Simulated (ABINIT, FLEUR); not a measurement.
A FLEUR input for a self-consistent single point of LaH₃ (Fm-3m, 4 atoms in the cell) (DFT, LDA (Perdew-Zunger), all-electron FLAPW (FLEUR), scalar-relativistic valence):

Input of the input generator:

```
LaH3 FLAPW
&input film=f /
0.0000000000 0.7071067812 0.7071067812
0.7071067812 -0.0000000000 0.7071067812
0.7071067812 0.7071067812 -0.0000000000
7.6009502350
1.0 1.0 1.0

4
57 0.0000000000 0.0000000000 0.0000000000
1 0.5000000000 0.5000000000 0.5000000000
1 0.7500000000 0.7500000000 0.7500000000
1 0.2500000000 0.2500000000 0.2500000000

&comp jspins=1 /
&exco xctyp='pz' /
&kpt div1=10 div2=10 div3=10 gamma=t /
&end /
```

```xml
<?xml version="1.0" encoding="UTF-8" standalone="no"?>
<fleurInput fleurInputVersion="0.39">
   <comment>
      LaH3 FLAPW                                                                                          
   </comment>
   <calculationSetup>
      <cutoffs Kmax="4.5" Gmax="18.0" GmaxXC="18.0" numbands="0"/>
      <scfLoop itmax="60" minDistance="0.00001" maxIterBroyd="15" imix="Anderson" alpha="0.05" precondParam="0.0" spinf="2.0"/>
      <coreElectrons ctail="T" frcor="F" kcrel="0" coretail_lmax="0"/>
      <xcFunctional name="pz" relativisticCorrections="F"/>
      <magnetism jspins="1"/>
      <soc l_soc="F" theta="0.0" phi="0.0" spav="F"/>
      <expertModes spex="0" secvar="F"/>
      <geometryOptimization l_f="T" forcealpha="1.0" forcemix="BFGS" epsdisp="0.00001" epsforce="0.00001"/>
      <ldaU l_linMix="F" mixParam="0.05" spinf="1.0"/>
   </calculationSetup>
   <cell>
      <bzIntegration valenceElectrons="14.0" mode="gauss" fermiSmearingEnergy="0.00999582">
         <kPointListSelection listName="default-1"/>
         <!-- k-points included here -->
         <xi:include xmlns:xi="http://www.w3.org/2001/XInclude" href="kpts.xml"> </xi:include>
      </bzIntegration>
      <!-- symmetry operations included here -->
      <xi:include xmlns:xi="http://www.w3.org/2001/XInclude" href="sym.xml"> </xi:include>
      <bulkLattice scale="1.0">
         <bravaisMatrix>
            <row-1>    0.0000000000000000     5.3746834547322342     5.3746834547322342</row-1>
            <row-2>    5.3746834547322342     0.0000000000000000     5.3746834547322342</row-2>
            <row-3>    5.3746834547322342     5.3746834547322342     0.0000000000000000</row-3>
         </bravaisMatrix>
      </bulkLattice>
   </cell>
   <atomSpecies>
      <species name="Lanthanum (La)" element="La" atomicNumber="57">
         <mtSphere radius="2.68" gridPoints="925" logIncrement="0.014"/>
         <atomicCutoffs lmax="10" lnonsphr="8"/>
         <electronConfig flipSpins="F">
            <coreConfig>(1s1/2) (2s1/2) (2p1/2) (2p3/2) (3s1/2) (3p1/2) (3p3/2) (4s1/2) (3d3/2) (3d5/2) (4p1/2) (4p3/2) (4d3/2) (4d5/2)</coreConfig>
            <valenceConfig>(5s1/2) (5p1/2) (5p3/2) (6s1/2) (5d3/2) (5d5/2)</valenceConfig>
            <stateOccupation state="(5d3/2)" spinUp="0.2" spinDown="0.2"/>
            <stateOccupation state="(5d5/2)" spinUp="0.3" spinDown="0.3"/>
         </electronConfig>
         <energyParameters s="6" p="6" d="5" f="4"/>
         <lo type="SCLO" l="0" n="5" eDeriv="0"/>
         <lo type="SCLO" l="1" n="5" eDeriv="0"/>
      </species>
      <species name="Hydrogen (H)" element="H" atomicNumber="1">
         <mtSphere radius="1.32" gridPoints="457" logIncrement="0.018"/>
         <atomicCutoffs lmax="6" lnonsphr="4"/>
         <electronConfig flipSpins="F">
            <coreConfig></coreConfig>
            <valenceConfig>(1s1/2)</valenceConfig>
            <stateOccupation state="(1s1/2)" spinUp="0.5" spinDown="0.5"/>
         </electronConfig>
         <energyParameters s="1" p="2" d="3" f="4"/>
      </species>
   </atomSpecies>
   <atomGroups>
      <atomGroup species="Lanthanum (La)">
         <relPos label="                   1">.0000000000 .0000000000 .0000000000</relPos>
         <force calculate="T" relaxXYZ="TTT"/>
      </atomGroup>
      <atomGroup species="Hydrogen (H)">
         <relPos label="                   2">1.000/2.000 1.000/2.000 1.000/2.000</relPos>
         <force calculate="T" relaxXYZ="TTT"/>
      </atomGroup>
      <atomGroup species="Hydrogen (H)">
         <relPos label="                   3">-1.000/4.000 -1.000/4.000 -1.000/4.000</relPos>
         <relPos label="                   4">1.000/4.000 1.000/4.000 1.000/4.000</relPos>
         <force calculate="T" relaxXYZ="TTT"/>
      </atomGroup>
   </atomGroups>
   <output dos="F" band="F" slice="F">
      <checks vchk="F" cdinf="F"/>
      <bandDOS minEnergy="-.5*Htr" maxEnergy="0.5*Htr" sigma="0.015" storeEVData="T"/>
      <vacuumDOS vacdos="F" integ="F" star="F" nstars="0" locx1="0.0" locy1="0.0" locx2="0.0" locy2="0.0" nstm="0" tworkf="0.0"/>
      <unfoldingBand unfoldBand="F" supercellX="1" supercellY="1" supercellZ="1"/>
      <plotting iplot="0" polar="F">
         <plot TwoD="T" vec1="  1.0  0.0  0.0" vec2="  0.0  1.0  0.0" vec3="  0.0  0.0  1.0" zero="  0.0  0.0  0.0" file="plot"/>
      </plotting>
      <chargeDensitySlicing numkpt="0" minEigenval="0.0" maxEigenval="0.0" nnne="0" pallst="F"/>
      <specialOutput eonly="F"/>
      <magneticCircularDichroism mcd="F" energyLo="-10.0" energyUp="0.0"/>
   </output>
  <!-- We include the file relax.xml here to enable relaxations (see documentation) -->
  <xi:include xmlns:xi="http://www.w3.org/2001/XInclude" href="relax.xml"> <xi:fallback/> </xi:include>
</fleurInput>
```

Task: Write the same calculation as an input for ABINIT.

Result: One input that does it (others would too):

```
# LaH3, JTH v2.0 LDA PAW
pp_dirpath "./"
pseudos "La.LDA_PW-JTH.xml, H.LDA_PW-JTH.xml"
acell 4.0222496456 4.0222496456 4.0222496456 Angstrom
rprim
         0.0000000000    0.7071067812    0.7071067812
         0.7071067812   -0.0000000000    0.7071067812
         0.7071067812    0.7071067812   -0.0000000000
natom 4
ntypat 2
znucl 57 1
typat 1 2 2 2
xred
         0.0000000000    0.0000000000    0.0000000000
         0.5000000000    0.5000000000    0.5000000000
         0.7500000000    0.7500000000    0.7500000000
         0.2500000000    0.2500000000    0.2500000000
ecut 30 Ha
pawecutdg 60 Ha
pawxcdev 0
occopt 7
tsmear 0.00999582
nband 12
kptopt 1
ngkpt 10 10 10
nshiftk 1
shiftk 0 0 0
nstep 50
tolvrs 1.0e-11
prtwf 0
prtden 0
prtvol 1
enunit 2
```

Basis, cutoffs, solver keys and any potentials are the target program's own. This input uses DFT, LDA (PW92), plane waves, PAW (JTH v2.0 LDA PAW). LDA parametrisations can differ slightly between programs.

The starting cell comes from a database of computed structures (which also holds hypothetical and non-ambient phases and stackings), without a prior relaxation at this level. Its lattice was rescaled by a random factor within 2.5 % of one.
